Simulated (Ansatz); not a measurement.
Ansatz (a program for electronic structure) run on TiO2 (Imm2, 6 atoms in the cell): self-consistent single point.

Method: LDA (PW92), default PAW files made with PBE (plane waves; Ansatz).

The change in words: lattice scaled by 0.98; basis.ecutwfc: 420 eV → 735 eV. Reference geometry:
```
TiO2
1.0
   -1.88304     1.88304     4.73123
    1.88304    -1.88304     4.73123
    1.88304     1.88304    -4.73123
Ti O
2 4
Direct
  0.75528   0.25528   0.50000
  0.00000   0.00000   0.00000
  0.54200   0.04200   0.50000
  0.79200   0.79200   0.00000
  0.20800   0.20800   0.00000
  0.95800   0.45800   0.50000
```

Reference input (self-consistent single point, DFT, LDA (PW92), plane waves, default PAW files made with PBE): basis.ecutwfc = 420 eV; kpoints.mp_grid.grid = 6 6 6; hamiltonian.xc = lda; hamiltonian.pseudopotentials = {kind: paw} (the program's default PAW files); scf.occupations.method = fermi_dirac; scf.occupations.width = 0.02 eV. This run's input differs from it in these lines:

Ansatz 0.2 input:
```diff
@@ -3,5 +3,5 @@
   lattice:
-    - [-1.883038, 1.883038, 4.731225]
-    - [1.883038, -1.883038, 4.731225]
-    - [1.883038, 1.883038, -4.731225]
+    - [-1.845377, 1.845377, 4.636600]
+    - [1.845377, -1.845377, 4.636600]
+    - [1.845377, 1.845377, -4.636600]
   atoms:
@@ -14,3 +14,3 @@
 basis:
-  ecutwfc: 420.0
+  ecutwfc: 735.0
 kpoints:
```

Log, with long lists cut:

```
SCF iter   1: F=—  HF=-7130.411420 eV  |F-HF|=—  |Δ(HF+E_count)|=         —  Δρ=1.79e-2  dr2=1.69e-1  ethr=1.77e-3  ⟨swp⟩=6.0  Hψ=5803  notcnv=0
all-band conjugate gradients solve this SCF's bands
preconditioner: auto → none
SCF iter   2: F=—  HF=-7130.409340 eV  |F-HF|=—  |Δ(HF+E_count)|=   2.08e-3  Δρ=1.83e-2  dr2=1.85e-1  ethr=3.52e-4  ⟨swp⟩=2.0  Hψ=2676  notcnv=0  defer=72
   [... lines left out ...]
SCF iter   6: F=—  HF=-7130.370195 eV  |F-HF|=—  |Δ(HF+E_count)|=   8.48e-5  Δρ=8.29e-5  dr2=3.90e-6  ethr=5.60e-7  ⟨swp⟩=2.0  Hψ=1942  notcnv=0  defer=72
SCF iter   7: F=—  HF=-7130.370196 eV  |F-HF|=—  |Δ(HF+E_count)|=   8.74e-7  Δρ=2.91e-5  dr2=7.49e-7  ethr=8.12e-9  ⟨swp⟩=2.0  Hψ=2022  notcnv=0  defer=72
SCF iter   8: F=—  HF=-7130.370196 eV  |F-HF|=—  |Δ(HF+E_count)|=   1.36e-7  Δρ=1.37e-5  dr2=1.01e-7  ethr=1.56e-9  ⟨swp⟩=2.0  Hψ=1828  notcnv=0  defer=72
SCF iter   9: F=-7130.370196 eV  HF=-7130.370196 eV  |F-HF|=1.80e-9  |Δ(HF+E_count)|=   1.94e-8  Δρ=2.99e-6  dr2=2.76e-9  ethr=2.08e-10  ⟨swp⟩=8.2  Hψ=4988  notcnv=0
SCF 1 converged in 9 iterations: F = -7130.370196 eV  dr2 = 2.76e-9
Free energy (F): -7130.370196 eV
Internal energy: -7130.370196 eV  (E = F + TS)
E sigma→0 (E₀):  -7130.370196 eV
Fermi energy:    9.054661 eV
--- Forces (eV/Å), atoms counted from 1 ---
  atom   1  Ti     0.00000000     0.00000000    -1.06221076
  atom   2  Ti     0.00000000     0.00000000     0.45114674
  atom   3  O      0.00000000     0.00000000    -0.26324486
  atom   4  O      0.00000000     0.00000000    -0.29641351
  atom   5  O      0.00000000     0.00000000     0.50802583
  atom   6  O      0.00000000     0.00000000     0.66269803
--- Stress (GPa, compression-positive) ---
       14.703825       0.000000       0.000000
        0.000000       7.639749       0.000000
        0.000000       0.000000      14.184873
  P = ⅓ Tr σ = 12.1761 GPa (121.761 kbar)
  The stress holds the Pulay correction. Without it, at fixed plane waves, as pw.x and ABINIT print it: P = 12.1595 GPa
```

The run converged in 9 iterations. Against the reference run the free energy goes up by 10.5 meV/atom, the pressure goes from -3.23 to 12.18 GPa, the largest force goes from 0.849 to 1.062 eV/Å and the gap on the mesh goes from 2.089 to 2.210 eV.

The starting cell has typed, rounded lattice constants, without a prior relaxation at this level. Its lattice was rescaled by up to half a per cent. One atom was moved a little off its site on purpose. For this run, on top of that: lattice scaled by 0.98. Forces in this geometry exceed 1 eV/Å. Ansatz's pressure includes its estimate of the finite-basis (Pulay) stress.
